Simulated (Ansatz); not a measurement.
# W2C (P-3m1): resistivity and electron-phonon coupling

Given:

```
W2C
1.0
    3.03542     0.00000     0.00000
   -1.51771     2.62875     0.00000
    0.00000     0.00000     4.64099
W C
2 1
Direct
  0.33333   0.66667   0.74610
  0.66667   0.33333   0.25390
  0.00000   0.00000   0.00000
```

These are PBEsol, DFPT electron-phonon coupling, linearised Boltzmann equation (plane waves, PAW, scalar-relativistic; Ansatz, a program for electronic structure) values and carry that method's errors. Geometry: relaxed with this functional, without spin-orbit coupling.

| Quantity | Result |
|---|---|
| resistivity at 300 K | 17.6 (x), 17.6 (y), 10.2 (z) μΩ·cm |
| resistivity at 77 K | 2.4 (x), 2.4 (y), 1.36 (z) μΩ·cm |
| electron mean free path at 300 K (weighted by the current that each state carries) | 5.2 (x), 5.2 (y), 6.0 (z) nm |
| electron-phonon coupling λ | 0.66 |
| transport coupling λ_tr | 0.68 (x), 0.68 (y), 0.64 (z) |
| logarithmic mean phonon energy | 19.6 meV |
| density of states at the Fermi level | 0.70 states/(eV·spin·cell) |
| Drude plasma energy | 6.5 (x), 6.5 (y), 8.1 (z) eV |

A metal at this level (no band gap). Only scattering by harmonic phonons is included (no impurities, grain boundaries, electron-electron scattering or thermal expansion). Spin-orbit coupling is left out, which matters with elements this heavy. The self-energy correction of the phonons between q points moved λ by about 3 %. The squared frequency of the phonon mode least converged on the k mesh is uncertain by about 14 %. Halving the electron mesh (32x32x20) moves the resistivity by up to 3 % at 300 K, the mean free path by up to 2 %, the coupling by up to 3 %. Smearing 0.20 eV; phonons on a 5x5x3 q mesh, which this run doesn't test and which matters most at low temperature.

Computed structure with no diffraction record at hand here (it may be known, metastable or hypothetical): W2C (P-3m1).
